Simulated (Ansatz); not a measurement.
The starting structures come from a database of crystals and need not be the phases stable at ambient conditions.

Where the default PAW files enter, the runs use the earlier of Ansatz's two default sets.

# Evanescent states of BaHfO$_{3}$ (P4mm, not sure to be the ambient phase, 5 atoms a cell, 14.5 Å³ an atom) along the normal of (001)

These are r2SCAN (plane waves, PAW; Ansatz, a first-principles code) values and carry that method's errors.

The gap is the functional's own. No spin-orbit coupling. Mid-gap values are those at the computed energy nearest the middle.

Energies count from the valence-band top; κ is the least over a 8×8 mesh across the current.

```json
[
 {"E (eV)": "0.10", "κ (1/Å)": "0.121", "where": "Γ"},
 {"E (eV)": "0.30", "κ (1/Å)": "0.163", "where": "Γ"},
 {"E (eV)": "0.50", "κ (1/Å)": "0.193", "where": "Γ"},
 {"E (eV)": "0.70", "κ (1/Å)": "0.216", "where": "Γ"},
 {"E (eV)": "0.90", "κ (1/Å)": "0.235", "where": "Γ"},
 {"E (eV)": "1.10", "κ (1/Å)": "?", "where": "Γ"},
 {"E (eV)": "1.30", "κ (1/Å)": "?", "where": "Γ"},
 {"E (eV)": "1.50", "κ (1/Å)": "?", "where": "Γ"},
 {"E (eV)": "1.70", "κ (1/Å)": "?", "where": "Γ"},
 {"E (eV)": "1.90", "κ (1/Å)": "?", "where": "Γ"},
 {"E (eV)": "2.10", "κ (1/Å)": "?", "where": "Γ"},
 {"E (eV)": "2.30", "κ (1/Å)": "?", "where": "Γ"},
 {"E (eV)": "2.50", "κ (1/Å)": "?", "where": "Γ"},
 {"E (eV)": "2.70", "κ (1/Å)": "?", "where": "Γ"},
 {"E (eV)": "2.90", "κ (1/Å)": "?", "where": "Γ"},
 {"E (eV)": "3.10", "κ (1/Å)": "?", "where": "Γ"},
 {"E (eV)": "3.30", "κ (1/Å)": "0.266", "where": "Γ"},
 {"E (eV)": "3.50", "κ (1/Å)": "0.239", "where": "Γ"},
 {"E (eV)": "3.70", "κ (1/Å)": "0.206", "where": "Γ"},
 {"E (eV)": "3.90", "κ (1/Å)": "0.163", "where": "Γ"},
 {"E (eV)": "4.10", "κ (1/Å)": "0.099", "where": "Γ"}
]
```

**Question.** What belongs in the gaps?

**Answer.** 
- 1.10, κ (1/Å): 0.251
- 1.30, κ (1/Å): 0.264
- 1.50, κ (1/Å): 0.276
- 1.70, κ (1/Å): 0.286
- 1.90, κ (1/Å): 0.294
- 2.10, κ (1/Å): 0.301
- 2.30, κ (1/Å): 0.308
- 2.50, κ (1/Å): 0.313
- 2.70, κ (1/Å): 0.318
- 2.90, κ (1/Å): 0.307
- 3.10, κ (1/Å): 0.288
